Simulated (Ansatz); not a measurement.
Base system: Al in the fcc (Cu type) structure (space group Fm-3m, No. 225; a = 3.9839 Å; relaxed with 0.1 eV smearing).

Level of theory: LDA (Ansatz, a quantum-chemistry and plane-wave program), spin-orbit coupling left out.

Before the change:

- Pressure = 0.0 GPa

It is then changed as follows: every lattice vector is shortened by 2.00 %, atoms relaxed at fixed cell.

### Question
Estimate the effect on the pressure and energy relative to the base.

### Answer
The pressure goes from zero to 5.8 GPa; the energy increases by 16 meV/atom.

The cells carry an imposed strain or load. No phonon test of stability was made.
